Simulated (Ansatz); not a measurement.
**Habitual settings against a tight run: K2CuSbCl6 (Fm-3m, 10 atoms in the cell)**

Self-consistent single point.

```xyz
10
Lattice="0.0000 5.2575 5.2575 5.2575 0.0000 5.2575 5.2575 5.2575 0.0000" Properties=species:S:1:pos:R:3 pbc="T T T"
K      7.8862     7.8862     7.8862
K      2.6287     2.6287     2.6287
Cu     5.2575     5.2575     5.2575
Sb     0.0000     0.0000     0.0000
Cl     2.7137     5.2575     5.2575
Cl     7.8012     5.2575     5.2575
Cl     5.2575     2.7137     5.2575
Cl     5.2575     7.8012     5.2575
Cl     5.2575     5.2575     2.7137
Cl     5.2575     5.2575     7.8012
```

Method of the run: LDA (PW92), default PAW files made with PBE (plane waves; Ansatz, a quantum-chemistry and plane-wave program).

Base settings: basis.ecutwfc = 30.9 Ry; kpoints.mp_grid.grid = 4 4 4; hamiltonian.xc = lda; hamiltonian.pseudopotentials = {kind: paw} (the program's default PAW files); scf.occupations.method = fixed.

Tight run (finer mesh or higher cutoff; not a proven limit): basis.ecutwfc: 30.9 Ry → 43.4 Ry; kpoints.mp_grid.grid: 4 4 4 → 6 6 6; scf.convergence.dr2_threshold: default (1e-07 eV) → 1e-09 eV. It gave top of the valence band (on the code's own zero) 3.74 eV; gap on the k-point mesh 0.60 eV; pressure -4.52 GPa; largest force (vector length) 0.018 eV/Å.

Quick runs, as changes from the base:
- A: the base itself
- B: basis.ecutwfc: 30.9 Ry → 15.4 Ry; kpoints.mp_grid.grid: 4 4 4 → 2 2 2; scf.convergence.dr2_threshold: default (1e-07 eV) → 0.0001 eV
- C: basis.ecutwfc: 30.9 Ry → 24.6 Ry; kpoints.mp_grid.grid: 4 4 4 → 6 6 6; scf.convergence.dr2_threshold: default (1e-07 eV) → 0.001 eV
- D: basis.ecutwfc: 30.9 Ry → 24.6 Ry; kpoints.mp_grid.grid: 4 4 4 → 2 2 2; scf.occupations.method: fixed → gaussian; scf.occupations.width: default → 0.01 Ry; scf.convergence.dr2_threshold: default (1e-07 eV) → 0.0001 eV

Dashes: gap of D, left out as unsure on this mesh or at this smearing.

Gaps are read on each run's own mesh, which may miss the band edges.

The count of work is k-points × plane waves × bands × iterations; it is no time. 

Pressures in the table are Ansatz's without its Pulay estimate, at a fixed set of plane waves; the tight run's value above holds the estimate.

The starting cell comes from a database of computed structures (which also holds hypothetical and non-ambient phases and stackings), without a prior relaxation at this level. Its lattice was rescaled by a random factor within 2.5 % of one. Spin-orbit coupling is off. In the base run, with a pressure of about -5 GPa the cell is away from its equilibrium volume at this level.

| run | energy less tight (meV/atom) | pressure less tight (GPa) | largest miss in a force vector (eV/Å) | gap on the mesh less tight (eV) | count of work / tight |
|---|---|---|---|---|---|
| A | 0.9 | 0.00 | 0.003 | -0.005 | 0.25 |
| B | 1965.4 | -56.83 | 0.278 | 0.594 | 0.022 |
| C | 7.4 | -0.47 | 0.003 | 0.010 | 0.23 |
| D | 28.1 | -0.22 | 0.090 | – | 0.051 |

Among the runs at the tight run's level, the energy misses run from 0.9 to 1965.4 meV/atom.

Left out of this page: 1 run of the series unsound by tests on forces, stress, charge or solver warnings; 1 run of the series with a known weakness of the program.

Keys are those of Ansatz 0.2.
